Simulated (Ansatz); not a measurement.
Consider Zr in the hcp (Mg type) structure (space group P6_3/mmc, No. 194; relaxed with 0.1 eV smearing).

```yaml
crystal:
  lattice:
    - [3.14377, 0.00000, 0.00000]
    - [-1.57189, 2.72259, 0.00000]
    - [0.00000, 0.00000, 5.09284]
  atoms:
    - { symbol: Zr, position: [0.66667, 0.33333, 0.75000] }
    - { symbol: Zr, position: [0.33333, 0.66667, 0.25000] }
```

Cartesian axes are those of the cell as printed.

Level of theory: plane-wave PAW DFT at the LDA level (Ansatz, a first-principles code, 420 eV), no spin-orbit coupling.

For the base:

| Quantity | Value |
|---|---|
| Band gap | zero |

The change: biaxial strain −0.50 %, plane normal [001], relaxed out of plane (Cartesian); in-plane vectors clamped, the third vector and the atoms free.

### Question
What does the calculation give for the out-of-plane strain after the change?

### Answer
The out-of-plane strain is +0.47 %.

### Question
Predict the new band gap.

### Answer
The band gap stays zero.

### Question
How does this affect the in-plane stress?

### Answer
The mean in-plane stress (compression positive) amounts to +0.7 GPa.

Stability against distortions was not tested. The final runs are not spin-polarised.
